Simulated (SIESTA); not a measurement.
Band structure of Pb (Fm-3m, 1 atom in the cell).

```
CELL_PARAMETERS angstrom
      0.00000     2.52319     2.52319
      2.52319     0.00000     2.52319
      2.52319     2.52319     0.00000
ATOMIC_POSITIONS crystal
  Pb 0.00000 0.00000 0.00000
```

Method: GGA PBE, numerical atomic orbitals DZP, PseudoDojo PBE standard norm-conserving potentials (rewritten from UPF to PSML) (SIESTA).

Settings: XC.functional = GGA; XC.authors = PBE; potentials = PseudoDojo PBE standard; PAO.BasisSize = DZP; PAO.EnergyShift = 0.01 Ry; MeshCutoff = 350 Ry; kgrid.MonkhorstPack = 11 11 11; OccupationFunction = FD; ElectronicTemperature = 0.05 eV; MaxSCFIterations = 150; SCF.Mixer.Method = Pulay; SCF.Mixer.Weight = 0.1; SCF.Mixer.History = 8; SCF.DM.Tolerance = 1.0E-04.

The starting cell comes from a database of computed structures (which also holds hypothetical and non-ambient phases and stackings), without a prior relaxation at this level. Its lattice was rescaled by a random factor within 2.5 % of one. Spin-orbit coupling is off. Values carry the incompleteness of an atom-centred basis.

Levels in eV from the Fermi level, bands 4 to 9:
```csv
point,4,5,6,7,8,9
Γ,-17.15,-17.15,-11.38,7.19,7.19,7.19
X,-17.06,-17.06,-6.90,-3.07,2.09,2.09
W,-17.14,-17.06,-6.81,-1.29,-1.29,0.30
K,-17.14,-17.08,-6.97,-2.15,-1.14,2.94
L,-17.08,-17.08,-8.18,-3.97,5.53,5.53
U,-17.14,-17.08,-6.97,-2.15,-1.14,2.94
```

Bands cross the Fermi level along this path, so the cell is metallic at this level.

Higher empty bands are left out: an atom-centred basis made for the valence describes them poorly.
